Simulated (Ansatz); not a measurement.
Consider ZnO in the wurtzite structure (space group P6_3mc, No. 186; a = 3.2795 Å, c = 5.2937 Å). Axes: x lies along a and z along c of the hexagonal cell.

The values are results of PBE, PAW, 420 eV (Ansatz, an electronic-structure program; no SOC), not measurements.

One thing is altered: every lattice vector is shortened by 1.20 %; the atoms relax in the strained cell.

Predict the stress tensor and what it implies for the stiffness.

Stress of the strained cell less that of the base (GPa, compression positive):
```
   5.07    0.00    0.00
   0.00    5.07    0.00
   0.00    0.00    5.02
```

Then B = −ΔP/(ΔV/V₀) with ΔV/V₀ = -0.0356 gives secant stiffness values (nonlinear terms included at this strain): B (at held cell shape, above the free-shape value) ≈ 142 GPa.

As a check, the harmonic strain energy −½ V₀ Δσ:ε is 7.0 meV/atom; the computed energy rise is 6.7 meV/atom.

No phonon test of stability was made.
